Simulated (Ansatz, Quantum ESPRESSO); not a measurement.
## MgAu (Pm-3m, 2 atoms in the cell) computed with different codes at matched settings

Self-consistent single point.

```
CELL_PARAMETERS angstrom
      3.23851     0.00000     0.00000
      0.00000     3.23851     0.00000
      0.00000     0.00000     3.23851
ATOMIC_POSITIONS crystal
  Mg 0.50000 0.50000 0.50000
  Au 0.00000 0.00000 0.00000
```

Shared settings, as Ansatz (a first-principles code) writes them: kpoints.mp_grid.grid = 7 7 7; magnetization.spin_orbit = true; scf.occupations.method = gaussian; scf.occupations.width = 0.0073 Ry. Potentials and cutoffs stand in the table.

```csv
code,model,pressure (GPa),cutoff
Ansatz,"PBEsol with spin-orbit coupling, PAW files made with PBE",0.35,30.9 Ry
Quantum ESPRESSO,"PBEsol, spin-orbit coupling, PseudoDojo fully relativistic norm-conserving (PBESOL) pseudopotentials",0.65,85 Ry
```

The spread over the programs that give each value: pressure within 0.30 GPa.

Ansatz's pressure is given at a fixed set of plane waves, as the other plane-wave codes print theirs; with its correction for the finite basis it is 0.51 GPa.

The starting cell comes from a database of computed structures (which also holds hypothetical and non-ambient phases and stackings), without a prior relaxation at this level. Its lattice was rescaled by a random factor within 2.5 % of one.

Left out of this page: ABINIT and FLEUR (failed or unconverged); Elk and SIESTA (not drawn, or without a comparable value).

Keys are those of Ansatz 0.2.
